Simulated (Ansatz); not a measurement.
Candidates (primitive cells; geometry: cell and atoms relaxed with PBEsol):
A. BN (P6_3mc), a = b = 2.541 Å, c = 4.203 Å, α = β = 90.00°, γ = 120.00°
B. GaN (P6_3mc), a = 3.1826 Å, b = 3.1826 Å, c = 5.1855 Å, α = 90.00°, β = 90.00°, γ = 120.00°
C. ZnO (P6_3mc), a = 3.2300 Å, b = 3.2300 Å, c = 5.2144 Å, α = 90.00°, β = 90.00°, γ = 120.00°
D. CdS (P6_3mc), a = 4.124 Å, b = 4.124 Å, c = 6.709 Å, α = 90.00°, β = 90.00°, γ = 120.00°

Question: Rank these by band gap (highest first), as r2SCAN, rigid bands run with Ansatz (a quantum-chemistry and plane-wave program) gives it.

Answer: A (5.74 eV), B (2.35 eV), D (1.70 eV), C (1.24 eV)

Spin-orbit coupling is left out.
